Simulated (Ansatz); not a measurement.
The parent structure is AlAs in the wurtzite structure (space group P6_3mc, No. 186; a = 4.0035 Å, c = 6.5808 Å; a model cell, its experimental status unchecked). Axes: x lies along a and z along c of the hexagonal cell.

Level of theory: PBEsol (Ansatz, a quantum-chemistry and plane-wave program, PAW, without spin-orbit coupling).

Strains are applied to the cell and any free atomic positions relax; under biaxial strain the out-of-plane vector relaxes too.

One change was made to it. Results:

The shortest interatomic distance rises by 2.00 pm, from 245.5 pm to 247.4 pm; the band gap shrinks by 0.854 eV to 0.78 eV.

### Question
Which change produced these results?
(A) biaxial strain +1.47 %, plane normal [001], relaxed out of plane
(B) biaxial strain −1.05 %, plane normal [001], relaxed out of plane
(C) biaxial strain +4.29 %, plane normal [001], relaxed out of plane

### Answer
C, biaxial strain +4.29 %, plane normal [001], relaxed out of plane. For comparison, the band gap in the other runs: biaxial strain +1.47 %, plane normal [001], relaxed out of plane gives 1.44 eV; biaxial strain −1.05 %, plane normal [001], relaxed out of plane gives 1.56 eV.

Whether these cells are dynamically stable was not tested. This is not the structure that AlAs has at room temperature and ambient pressure.
